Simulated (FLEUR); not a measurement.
Band structure of Fe3Ge (Fm-3m, 4 atoms in the cell).

```
Fe3Ge
1.0
    0.00000     2.85373     2.85373
    2.85373     0.00000     2.85373
    2.85373     2.85373     0.00000
Fe Ge
3 1
Direct
  0.50000   0.50000   0.50000
  0.25000   0.25000   0.25000
  0.75000   0.75000   0.75000
  0.00000   0.00000   0.00000
```
Moments meant for the start (each program seeds them in its own way; μB, in the order of the atoms Fe Fe Fe Ge): 4.0 4.0 4.0 0.0.

Method of the run: PBEsol, all-electron FLAPW (FLEUR), scalar-relativistic valence.

Settings: Kmax = 3.6 1/bohr; GmaxXC = 10.8 1/bohr; xcFunctional = PBEs; jspins = 2; l_soc = F; mode = hist; fermiSmearingEnergy = 0.00499791 Htr; mesh (inpgen div1-3) = 7 7 7; inpgen gamma flag = false; Gmax = 10.8 1/bohr; numbands = 0; maxIterBroyd = 99; imix = Anderson; alpha = 0.05.

The starting cell comes from a database of computed structures (which also holds hypothetical and non-ambient phases and stackings), without a prior relaxation at this level. Its lattice was rescaled by a random factor within 2.5 % of one. Values depend on the basis (sphere radii, cutoffs, local orbitals), which need not be converged.

Levels in eV from the Fermi level, bands 31 to 38 of the first spin channel:
```tsv
point	31	32	33	34	35	36	37	38
Γ	-0.69	-0.42	-0.42	2.28	4.01	4.01	4.01	5.84
X	-1.10	-0.84	-0.47	-0.47	-0.45	0.04	3.44	4.95
W	-1.22	-0.92	-0.92	-0.18	-0.01	-0.01	5.90	6.83
K	-1.31	-0.83	-0.43	-0.38	0.10	0.30	3.92	7.11
L	-1.37	-0.82	-0.82	-0.53	3.36	3.45	3.45	4.80
U	-1.31	-0.83	-0.43	-0.38	0.10	0.30	3.92	7.11
```
